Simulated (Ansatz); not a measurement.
Consider the following.

End structure of a constructed model of the (111)B surface of zinc-blende GaAs, As-terminated, 2x2 Al adatom at T4 (bottom of the slab: 3 H on 4 bottom sites):

```
CELL_PARAMETERS angstrom
      8.12558     0.00000     0.00000
     -4.06279     7.03696     0.00000
      0.00000     0.00000    30.50000
ATOMIC_POSITIONS crystal
  Ga 0.32862 0.17138 0.31865
  Ga 0.84243 0.17151 0.31854
  Ga 0.32849 0.65757 0.31854
  Ga 0.83252 0.66748 0.33877
  As 0.16661 0.33339 0.34952
  As 0.66131 0.32326 0.34836
  As 0.17674 0.83869 0.34836
  As 0.66087 0.83913 0.34804
  Ga 0.16667 0.33333 0.43021
  Ga 0.66667 0.33333 0.43021
  Ga 0.16667 0.83333 0.43021
  Ga 0.66667 0.83333 0.43021
  As 0.00000 0.00000 0.45740
  As 0.50000 0.00000 0.45740
  As 0.00000 0.50000 0.45740
  As 0.50000 0.50000 0.45740
  Ga 0.98603 0.99267 0.53880
  Ga 0.50673 0.99327 0.53895
  Ga 0.99976 0.50024 0.54029
  Ga 0.50733 0.51397 0.53880
  As 0.33318 0.16682 0.55341
  As 0.83400 0.16785 0.56981
  As 0.33215 0.66600 0.56981
  As 0.83391 0.66609 0.57002
  Ga 0.33312 0.16688 0.63041
  Ga 0.82061 0.14144 0.65369
  Ga 0.35856 0.67939 0.65369
  Ga 0.82054 0.67946 0.65381
  As 0.17580 0.32420 0.67403
  As 0.64815 0.32424 0.67386
  As 0.17576 0.85185 0.67386
  As 0.66646 0.83354 0.69131
  H  0.33195 0.16805 0.26733
  H  0.83740 0.17117 0.26722
  H  0.32883 0.66260 0.26722
  Al 0.33349 0.16651 0.71366
```

Slab: 36 atoms, 14.1 Å thick at the start with caps and adatoms; k 3x3x1, smearing 0.025 eV, dipole-corrected; single point; on the structure that PBE left under its start's symmetry; no spin, no spin-orbit, no U. In PBE it is, or lies within 0.01 eV a 1x1 cell of, the lowest of the 2 structures of its composition computed so far; subsurface sites and larger cells were not tried.

**Question.** What is the computed highest filled level below the top vacuum level (r2SCAN, at the PBE geometry run with Ansatz, a quantum-chemistry and plane-wave program)?

**Answer.** 4.78 eV

**Question.** What is the computed gap of the slab on its k-mesh (r2SCAN, at the PBE geometry)?

**Answer.** 0.53 eV
